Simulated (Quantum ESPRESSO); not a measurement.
Quantum ESPRESSO is run on Li3CrS4 (P-43m, 8 atoms in the cell), and the run fails. The aim is a self-consistent single point with DFT, PBEsol, plane waves, PseudoDojo standard norm-conserving (PBESOL) pseudopotentials.

Cell that was meant: a = 5.9417 Å, b = 5.9417 Å, c = 5.9417 Å, α = 90.00°, β = 90.00°, γ = 90.00°.

Part of the input:

```fortran
    calculation = 'scf',
    prefix = 'scf',
    outdir = './tmp/',
    pseudo_dir = './pp',
    tprnfor = .true.,
    tstress = .true.,
/
```

The program printed (abridged):

```
 %%%%%%%%%%%%%%%%%%%%%%%%%%%%%%%%%%%%%%%%%%%%%%%%%%%%%%%%%%%%%%%%%%%%%%%%%%%%%%
     Error in routine readpp (1):
     file ./pp/Li.upf not found
 %%%%%%%%%%%%%%%%%%%%%%%%%%%%%%%%%%%%%%%%%%%%%%%%%%%%%%%%%%%%%%%%%%%%%%%%%%%%%%

     stopping ...
```

### Question
Read the log: what does the program object to, and what is the fix?

### Answer
The fault is a wrong folder for the potentials. The files are not in the folder that the input names. To fix it, correct the folder. The program stopped before any SCF iteration.

The sound input it was made from differs as follows (other fixes are possible):
```diff
-    pseudo_dir = './pp',
+    pseudo_dir = './',
```

With that input, the run converged in 17 iterations: free energy E − TS -4209.4818 eV; Fermi level (on the code's own zero) 1.67 eV; pressure -1.34 GPa; largest force (vector length) 0.365 eV/Å; size of the cell's spin moment 1.00 μB (DFT, PBEsol, plane waves, PseudoDojo standard norm-conserving (PBESOL) pseudopotentials).

On the sound input: the starting cell comes from a database of computed structures (which also holds hypothetical and non-ambient phases and stackings), without a prior relaxation at this level. Its lattice was rescaled by a random factor within 2.5 % of one. With one magnetic atom in the cell only a parallel order is possible. Without a gap this mesh is coarse (it stands for a supercell whose shortest vector is 18 Å).
